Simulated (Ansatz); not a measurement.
Start from Pd in the fcc (Cu type) structure (space group Fm-3m, No. 225; a = 3.945 Å; relaxed with 0.1 eV smearing).

Computed with PBE (Ansatz, a quantum-chemistry and plane-wave program), no spin-orbit coupling, earlier PAW set.

For the base:

The pressure comes out as 0.0 GPa.

Perturbation: every lattice vector is stretched by 3.16 %, atoms relaxed at fixed cell.

Question: Estimate the effect on the pressure and energy relative to the base.

Answer: The pressure goes from zero to -12.0 GPa; the energy rises by 62 meV/atom.

The cells carry an imposed strain or load. Whether these cells are dynamically stable was not tested. All final runs are without spin polarisation. Pd lies near a magnetic instability that expansion can trigger; it was not tested.
